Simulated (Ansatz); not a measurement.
Base system: TiSi₂ (space group Fddd, No. 70; a = 4.806 Å, b = 8.265 Å, c = 8.565 Å). Axes: x, y, z lie along a, b, c of the conventional cell.

(Cell as relaxed with PBE.)

Levels (all Ansatz, a program for electronic structure, PAW): PBE (420 eV, no spin-orbit coupling); r2SCAN (500 eV, no spin-orbit coupling).

Each level relaxes its own structure.

```
base                  PBE    r2SCAN
---------------  --------  --------
volume per atom  14.18 Å³  13.96 Å³
band gap             zero      zero
```

Perturbation: biaxial strain +1.93 %, plane normal [001], relaxed out of plane (Cartesian); in-plane vectors clamped, the third vector and the atoms free.

```tsv
quantity	PBE	r2SCAN
energy relative to the base (free energy F)	+9.6 meV/atom	…
pressure (mean of the normal stresses, compression positive)	-3.6 GPa	…
volume per atom	14.64 Å³	…
```

Problem. Given the PBE results, estimate those of r2SCAN.

Solution. 
- energy relative to the base (free energy F), r2SCAN: +10 meV/atom
- pressure (mean of the normal stresses, compression positive), r2SCAN: -3.9 GPa
- volume per atom, r2SCAN: 14.43 Å³

PBE's energy relative to the base lies 0.6 meV/atom below r2SCAN's; PBE's pressure lies 0.22 GPa above r2SCAN's; PBE's volume per atom lies 0.21 Å³ above r2SCAN's (1.5 %). Neither level is exact; r2SCAN is the comparison here, not a measurement.

Without a gap, meshes like the base's 13×13×13 leave anisotropic stresses uncertain by several tenths of a GPa, and small strain energies with them. Whether these cells are dynamically stable was not tested. All final runs are without spin polarisation.
